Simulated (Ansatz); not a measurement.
## monoclinic HfO2 (1 0 0) on wurtzite GaN (1 1 0) (film strained to the substrate, started from cuts of the bulks and a machine-learned relaxation; slabs Ga18N18 and Hf12O24, which can lie off the formulas)

A periodic stack without vacuum, monoclinic HfO2 (1 0 0) on wurtzite GaN (1 1 0) (film strained to the substrate, started from cuts of the bulks and a machine-learned relaxation; slabs Ga18N18 and Hf12O24, which can lie off the formulas): substrate slab Ga18N18, film Hf12O24, surface cells [[0, 1], [-1, 0]] and [[0, 1], [-1, 0]], film strained by +0.6 and +4.2 %, outermost planes GaN/GaN and O/O as cut, which need not be the usual terminations and can put a slab off its formula.

The start was prepared with a machine-learned potential, and the result is one local minimum, with the in-plane cell held and forces under 0.04 eV/Å; the film can end far from its bulk form.

Values marked by level come from PBE (plane waves to 420 eV, PAW; Ansatz, a program for electronic structure); HSE06 (plane waves to 420 eV, PAW; Ansatz). Geometries and values that name no level are of the first. Scalar-relativistic, without spin–orbit coupling; PBE gaps are too small against experiment. Its k-point mesh 4×5×1, Fermi–Dirac width 0.05 eV. HSE06 ran on meshes of its own (7×7×4); its edges and gaps are taken over the mesh and over extra points off it, mostly where PBE has its edges.

- interface area: 29.2 Å²
- period: 29.73 Å
- heights between the nearest atoms of the two slabs at the two interfaces: 1.43 and 1.35 Å
- Ga–Hf contacts across the interfaces within 1.22 times the sum of covalent radii: 8, mean 3.25 Å
- Ga–O contacts across the interfaces within 1.22 times the sum of covalent radii: 4, mean 1.91 Å
- Hf–N contacts across the interfaces within 1.22 times the sum of covalent radii: 4, mean 2.25 Å
- PBE gap of the stack on the mesh, by band count: 1.98 eV
- spin-polarised check at this geometry: falls back to no moment
- slope of the mean potential energy in the substrate: +1.9 MV/cm × e
- band offsets: not given, since the film is too thin to average or its bulk reference is missing

```yaml
crystal:
  lattice:
    - [5.57449, 0.00004, 0.08327]
    - [-0.00006, 5.24312, -0.03485]
    - [-0.93102, -2.38504, 29.73457]
  atoms:
    - { symbol: Ga, position: [0.45832, 0.38928, 0.02218] }
    - { symbol: Ga, position: [0.14489, 0.90156, 0.02388] }
    - { symbol: N, position: [0.47298, 0.75508, 0.01663] }
    - { symbol: N, position: [0.12816, 0.27957, 0.01892] }
    - { symbol: Ga, position: [0.96830, 0.41643, 0.07260] }
    - { symbol: Ga, position: [0.63928, 0.91239, 0.07173] }
    - { symbol: N, position: [0.97150, 0.79282, 0.07434] }
    - { symbol: N, position: [0.63807, 0.28887, 0.07380] }
    - { symbol: Ga, position: [0.47431, 0.44124, 0.12773] }
    - { symbol: Ga, position: [0.14322, 0.94299, 0.12836] }
    - { symbol: N, position: [0.47662, 0.81783, 0.12667] }
    - { symbol: N, position: [0.14097, 0.31873, 0.12709] }
    - { symbol: Ga, position: [0.97976, 0.46769, 0.18146] }
    - { symbol: Ga, position: [0.64683, 0.96758, 0.18140] }
    - { symbol: N, position: [0.98016, 0.84454, 0.18181] }
    - { symbol: N, position: [0.64640, 0.34448, 0.18152] }
    - { symbol: Ga, position: [0.48445, 0.49422, 0.23572] }
    - { symbol: Ga, position: [0.15170, 0.99461, 0.23593] }
    - { symbol: N, position: [0.48519, 0.87118, 0.23570] }
    - { symbol: N, position: [0.15119, 0.37091, 0.23541] }
    - { symbol: Ga, position: [0.98920, 0.52072, 0.28967] }
    - { symbol: Ga, position: [0.65642, 0.02064, 0.29031] }
    - { symbol: N, position: [0.98975, 0.89749, 0.28980] }
    - { symbol: N, position: [0.65592, 0.39715, 0.28961] }
    - { symbol: Ga, position: [0.49274, 0.54624, 0.34361] }
    - { symbol: Ga, position: [0.16190, 0.04877, 0.34375] }
    - { symbol: N, position: [0.49575, 0.92380, 0.34473] }
    - { symbol: N, position: [0.15990, 0.42482, 0.34347] }
    - { symbol: Ga, position: [0.99722, 0.57798, 0.39802] }
    - { symbol: Ga, position: [0.66868, 0.07038, 0.40000] }
    - { symbol: N, position: [0.00117, 0.95327, 0.39793] }
    - { symbol: N, position: [0.66776, 0.44459, 0.39718] }
    - { symbol: Ga, position: [0.49652, 0.59316, 0.44849] }
    - { symbol: Ga, position: [0.18358, 0.11557, 0.44926] }
    - { symbol: N, position: [0.51204, 0.96503, 0.45488] }
    - { symbol: N, position: [0.16585, 0.49393, 0.45043] }
    - { symbol: Hf, position: [0.67421, 0.08400, 0.52325] }
    - { symbol: Hf, position: [0.32925, 0.08362, 0.61220] }
    - { symbol: Hf, position: [0.82372, 0.61135, 0.61155] }
    - { symbol: Hf, position: [0.17941, 0.54315, 0.52702] }
    - { symbol: O, position: [0.00527, 0.16445, 0.50305] }
    - { symbol: O, position: [0.12850, 0.81674, 0.64377] }
    - { symbol: O, position: [0.62927, 0.90752, 0.64421] }
    - { symbol: O, position: [0.52882, 0.42788, 0.50447] }
    - { symbol: O, position: [0.88830, 0.76140, 0.55005] }
    - { symbol: O, position: [0.12824, 0.37282, 0.58465] }
    - { symbol: O, position: [0.62623, 0.29207, 0.58497] }
    - { symbol: O, position: [0.38721, 0.86880, 0.55145] }
    - { symbol: Hf, position: [0.68817, 0.17603, 0.70285] }
    - { symbol: Hf, position: [0.21664, 0.14000, 0.77984] }
    - { symbol: Hf, position: [0.71378, 0.71993, 0.78008] }
    - { symbol: Hf, position: [0.18470, 0.60989, 0.70226] }
    - { symbol: O, position: [0.88195, 0.41810, 0.66798] }
    - { symbol: O, position: [0.04225, 0.87268, 0.81392] }
    - { symbol: O, position: [0.54015, 0.01741, 0.81500] }
    - { symbol: O, position: [0.38256, 0.33191, 0.66881] }
    - { symbol: O, position: [0.91653, 0.90944, 0.73191] }
    - { symbol: O, position: [0.99113, 0.41064, 0.75022] }
    - { symbol: O, position: [0.49284, 0.41647, 0.75109] }
    - { symbol: O, position: [0.41778, 0.90051, 0.73217] }
    - { symbol: Hf, position: [0.55993, 0.26805, 0.87338] }
    - { symbol: Hf, position: [0.08341, 0.21657, 0.94410] }
    - { symbol: Hf, position: [0.59430, 0.81536, 0.94765] }
    - { symbol: Hf, position: [0.06023, 0.68368, 0.87205] }
    - { symbol: O, position: [0.73980, 0.52647, 0.83740] }
    - { symbol: O, position: [0.95485, 0.87821, 0.97110] }
    - { symbol: O, position: [0.51320, 0.18036, 0.96833] }
    - { symbol: O, position: [0.24072, 0.38728, 0.83727] }
    - { symbol: O, position: [0.80654, 0.99233, 0.89757] }
    - { symbol: O, position: [0.83960, 0.47629, 0.91884] }
    - { symbol: O, position: [0.33358, 0.52220, 0.91934] }
    - { symbol: O, position: [0.29807, 0.98699, 0.89975] }
```
